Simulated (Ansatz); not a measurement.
Take La$_{2}$O$_{3}$ (space group P-3m1, No. 164; a = 3.906 Å, c = 6.039 Å) as the base.

It is then changed as follows: every O is replaced by N; the structure is relaxed again.

Levels (all Ansatz, a quantum-chemistry and plane-wave program, PAW, earlier PAW set): PBEsol (420 eV, no spin-orbit coupling); r2SCAN (500 eV, spin-orbit coupling left out).

The geometry is relaxed with PBEsol.

- PBEsol pressure = 0.0 GPa
- PBEsol largest site moment = 1.18 μB
- PBEsol magnetic state = ferromagnetic

Task: Predict the pressure, largest site moment and magnetic state from r2SCAN.

Result: The pressure goes from zero to 4.6 GPa; the largest site moment grows by 0.11 μB (1.18 μB → 1.29 μB); the magnetic state remains ferromagnetic.

The magnetic state is the one reached from the starting moments; the real material's order can differ, and small cells can't hold many antiferromagnetic ones. Single points use the geometry relaxed with PBEsol. Their cutoffs differ, which shifts pressures a little. Stability against distortions was not tested. As relaxed here, La2N3 is a hypothetical phase, not in the database extracts checked.
